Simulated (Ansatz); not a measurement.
Consider CdS in the zinc blende structure (space group F-43m, No. 216).

```yaml
crystal:
  lattice:
    - [0.00000, 2.93953, 2.93953]
    - [2.93953, 0.00000, 2.93953]
    - [2.93953, 2.93953, 0.00000]
  atoms:
    - { symbol: S, position: [0.75000, 0.75000, 0.75000] }
    - { symbol: Cd, position: [0.00000, 0.00000, 0.00000] }
```

Cartesian axes are those of the cell as printed.

The values are results of r2SCAN (Ansatz, a program for electronic structure; PAW; 500 eV plane waves; no spin-orbit coupling), earlier PAW set, not measurements.

Before the change:

```
Item                                 Value
---------------------  -------------------
Volume per atom                   25.40 Å³
Valence-band top at Γ  0.00, 0.00, 0.00 eV
```

Modification: compressive biaxial strain of 4.09 % in the plane normal to [001], as in epitaxy on a mismatched substrate; the out-of-plane cell vector and the atoms relax.

Problem. Estimate the effect on the volume per atom and valence-band top at Γ.

Solution. The volume per atom falls by 0.68 Å³, from 25.40 Å³ to 24.72 Å³; the valence-band top at Γ (three highest levels, from the VBM) becomes 0.00, 0.00, -0.36 eV (base: 0.00, 0.00, 0.00 eV).

The levels and masses belong to the bands next to the band gap. No phonon test of stability was made.
